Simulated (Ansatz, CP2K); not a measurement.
One structure in several programs: ZnInGaO4 (R3m, 7 atoms in the cell)

Self-consistent single point.

```
CELL_PARAMETERS angstrom
      1.67814     0.96888     8.85163
     -1.67814     0.96888     8.85163
      0.00000    -1.93775     8.85163
ATOMIC_POSITIONS crystal
  In 0.00000 0.00000 0.00000
  Ga 0.78290 0.78290 0.78290
  Zn 0.21710 0.21710 0.21710
  O  0.87180 0.87180 0.87180
  O  0.12820 0.12820 0.12820
  O  0.70720 0.70720 0.70720
  O  0.29280 0.29280 0.29280
```

Shared settings, as Ansatz (an electronic-structure program) writes them: kpoints.mp_grid.grid = 7 7 7; scf.occupations.method = fermi_dirac; scf.occupations.width = 0.1 eV. Potentials and cutoffs stand in the table.

| code | model | pressure (GPa) | largest force (eV/Å) | cutoff |
|---|---|---|---|---|
| Ansatz | PBEsol, PAW files made with PBE | -7.59 | 1.651 | default |
| CP2K | PBEsol, GPW, DZVP-MOLOPT-SR-GTH basis, GTH-PBE potentials (GTH_POTENTIALS) | -4.32 | 1.678 | grid 600 Ry |

Size of the force on each atom (eV/Å): Sizes of forces hide their directions.

| code | In1 | Ga2 | Zn3 | O4 | O5 | O6 | O7 |
|---|---|---|---|---|---|---|---|
| Ansatz | 1.372 | 0.789 | 0.335 | 1.487 | 1.115 | 1.651 | 1.199 |
| CP2K | 1.368 | 0.818 | 0.287 | 1.556 | 1.005 | 1.678 | 1.142 |

No clean gap comes from Ansatz and CP2K: levels at the Fermi energy touch, overlap or are partly filled at this smearing.

The spread over the programs that give each value: pressure within 3.27 GPa; largest force within 0.027 eV/Å.

CP2K uses small atom-centred bases, whose incompleteness enters pressures, forces and empty levels differently from a plane-wave cutoff. Ansatz's pressure is given at a fixed set of plane waves, as the other plane-wave codes print theirs; with its correction for the finite basis it is -7.18 GPa (the shift of 0.41 GPa shows how far the cutoff is from converged).

The starting cell was generated: these elements placed on a structure prototype, without a prior relaxation; it need not be a known phase or ordering of this composition. Its lattice was rescaled by a random factor within 2.5 % of one.

Keys are those of Ansatz 0.2.
